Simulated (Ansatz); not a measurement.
Take C in the graphite type structure (space group P6_3/mmc, No. 194; a = 2.4583 Å, c = 6.5635 Å; layered, stacked along the Cartesian z axis) as the base. Axes: x lies along a and z along c of the hexagonal cell.

Calculations: PBEsol-D3(BJ) (Ansatz, an electronic-structure program, PAW, spin-orbit coupling left out).

For the base:

The pressure is 0.0 GPa.

One thing is altered: uniaxial strain ε_xx = −0.93 %, all other strain components held at zero; the atoms relax in the strained cell.

### Question
What does the calculation give for the energy relative to the base and pressure after the change?

### Answer
The energy goes up by 2.6 meV/atom; the pressure (mean of the normal stresses, compression positive) goes from zero to 4.3 GPa.

A case with no gap was solved on a k-mesh chosen for an insulator, which is coarse for it. Whether these cells are dynamically stable was not tested.
